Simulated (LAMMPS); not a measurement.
Symmetric tilt boundaries about [001] in Ni3Al (L1_2) at 0 K, each the lowest of many starting structures.

All values are model results, not measurements: classical force field (static), pair style eam/alloy, file NiAlH_jea.eam.alloy; code LAMMPS.

| rotation (°) | energy | Σ | excess volume | plane |
|---|---|---|---|---|
| 28.1 | 1.31 J/m² | 17 | 0.37 Å | (410) |
| 36.9 | 1.24 J/m² | 5 | 0.38 Å | (310) |
| 53.1 | 1.25 J/m² | 5 | 0.43 Å | (210) |
| 67.4 | 1.14 J/m² | 13 | 0.33 Å | (320) |
| 73.7 | 1.07 J/m² | 25 | 0.30 Å | (430) |
